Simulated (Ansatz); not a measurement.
Levels about the gap of amorphous Ge$_{36}$Se$_{54}$ (90 atoms in a cell of 2626 Å³, 4.35 g/cm³; zone centre alone, so wide bands show as single levels with stretches between that a denser mesh fills), at the geometry that PBE relaxed, where it gives 0.7 GPa on a denser mesh. The participation number counts the atoms over which a state spreads; weights are charges in smoothed Voronoi cells. The levels come from a single point, so bond lengths are those of that geometry. Method of the levels: PBE, scalar-relativistic without spin-orbit coupling, PAW (Ansatz default set, large-core Se) (Ansatz, an electronic-structure program). Sampling: the zone centre alone; Fermi-Dirac width 0.05 eV; no spin polarisation.

The cell was made by melting and quenching with the CHGNet potential and then relaxed with DFT. The hot cell started wider than the set density and was brought back towards it in steps. It is the lowest in DFT energy of 4 quenches. It is a model cell: composition and starting density were chosen by hand, and all elements were melted together. No dispersion term was used. Its density started from a set value of 4.35 and ended at 4.35 g/cm³. The simulated quench (nominally 20 K/ps over its main leg) is rapid and tends to freeze in more defects than a deposited or slowly cooled glass has. Values belong to this one cell and scatter from quench to quench. The volume was held where the preparation left it, at a PBE pressure of 0.7 GPa. Stress components on the final sampling reach 0.9 GPa. On a 2×2×2 Γ-centred mesh force components of up to 0.17 eV/Å stay, since the relaxation ran on the zone centre alone.

```csv
"E - E(highest filled), eV",filling,participation number,largest on,weight Se,weight Ge
-0.29,filled,38.5,"Se, 2 neighbours",0.76,0.24
-0.27,filled,39.9,"Se, 2 neighbours",0.76,0.24
-0.22,filled,26.6,"Se, 2 neighbours",0.78,0.22
-0.11,filled,25.2,"Ge, 3 neighbours",0.66,0.34
-0.11,filled,26.2,"Se, 2 neighbours",0.73,0.27
-0.04,filled,36.7,"Se, 2 neighbours",0.73,0.27
0.00,filled,21.2,"Se, 2 neighbours",0.78,0.22
0.75,empty,33.5,"Ge, 3 neighbours",0.63,0.37
0.92,empty,32.1,"Se, 2 neighbours",0.67,0.33
0.98,empty,31.0,"Ge, 4 neighbours",0.62,0.38
1.07,empty,47.5,"Se, 2 neighbours",0.68,0.32
1.08,empty,52.6,"Se, 3 neighbours",0.62,0.38
1.12,empty,51.5,"Se, 3 neighbours",0.65,0.35
1.15,empty,56.7,"Ge, 3 neighbours",0.61,0.39
```

Most localised among these is the filled level at +0.00 eV, on a Se atom, which has 2 neighbours (Ge 2.38 Å, Ge 2.54 Å).
